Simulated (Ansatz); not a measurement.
A calculation on L1₂ (Cu3Au-type) Ni3Si returned lattice constant a 3.563 Å, bulk modulus 179 GPa, cohesive energy 4.19 eV/atom, formation enthalpy -0.279 eV/atom.

For reference: lattice constant a 3.510 Å (measured, temperature not stated, no zero-point or thermal correction; as tabulated in Metallic Nickel Silicides: Experiments and Theory for NiSi and First Principles …).

Question: Which level of theory produced these numbers?
A) PBE-D4 (Ansatz (a quantum-chemistry and plane-wave program))
B) revPBE (Ansatz)
C) BLYP (Ansatz)
D) r²SCAN+rVV10 (Ansatz)

Answer: C, BLYP (Ansatz)

The others give: r²SCAN+rVV10 3.456 Å, 247 GPa, 5.34 eV/atom, -0.450 eV/atom; PBE-D4 3.470 Å, 234 GPa, 5.66 eV/atom, -0.529 eV/atom; revPBE 3.526 Å, 202 GPa, 4.70 eV/atom, -0.436 eV/atom.

Unless a cell is named, each level is at its own relaxed cell (BLYP 11.31, PBE-D4 10.44, r²SCAN+rVV10 10.32, revPBE 10.96 Å³/atom).

The crystal itself was run without spin with r²SCAN+rVV10, PBE-D4, revPBE, BLYP; a magnetic state was not tried in these runs.

Ansatz's density-functional and Hartree–Fock values are scalar-relativistic unless marked +SOC, with PAW data made under PBE.
